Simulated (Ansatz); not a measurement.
Consider FeS2 (space group Pnnm, No. 58; a = 4.4388 Å, b = 5.4094 Å, c = 3.3897 Å; non-magnetic).

Calculations: Kohn–Sham DFT with the PBE functional, run in Ansatz (an electronic-structure program) with PAW and 420 eV plane waves, spin-orbit coupling left out.

Base values:

| Quantity | Value |
|---|---|
| Volume per atom | 13.57 Å³ |
| Gap character | indirect, k = (3/8, 0, 0) in the run's primitive reciprocal basis → T |
| Band gap | 0.88 eV |

Now apply this change: a hydrostatic pressure of 30 GPa.

Q: How does this affect the volume per atom?

A: The volume per atom drops by 1.81 Å³ to 11.76 Å³.

Q: Estimate the effect on the gap character.

A: The gap character changes from indirect, k = (3/8, 0, 0) in the run's primitive reciprocal basis → T to indirect, k = (3/8, 0, 0) in the run's primitive reciprocal basis → k = (0, 0.167, 0) in the run's primitive reciprocal basis.

Q: Estimate the effect on the band gap.

A: The band gap increases by 0.28 eV (0.88 eV → 1.16 eV).

Load acts through the strain it causes; cell and atoms are relaxed under it. Stability against distortions was not tested. No other phases were tried under pressure. Starting moments died away, wholly or in part, for the base; another magnetic solution may exist. The final runs are not spin-polarised.
